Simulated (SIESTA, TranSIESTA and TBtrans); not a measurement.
Run with TranSIESTA and TBtrans (open boundaries, self-consistent; PseudoDojo norm-conserving potentials, scalar-relativistic): Spin polarized, PAO.BasisSize DZP, PAO.EnergyShift 0.15 eV, XC.Authors PBE, Mesh.Cutoff 200 Ry, ElectronicTemperature 300 K, TS.Voltage 0.0 eV, TBT.Elecs.Eta 0.001 eV.

System: Ir chain with one S atom inserted. Leads: straight Ir chain, spacing 2.3 Å. Geometry: as built, not relaxed.

**Question.** Predict: conductance at 300 K (G0 = 2e²/h); mean T from −0.5 to 0.5 eV.

**Answer.** conductance at 300 K (G0 = 2e²/h): 2.63; mean T from −0.5 to 0.5 eV: 2.62. The magnetic order of the leads was set by the start, and no other order was tried; the separate lead runs end at 0.77 (left) and 0.77 (right) μB an atom. The straight chain is held at its spacing; free chains may zigzag or dimerise. Spin-orbit coupling, left out here, matters for the heavy atoms.
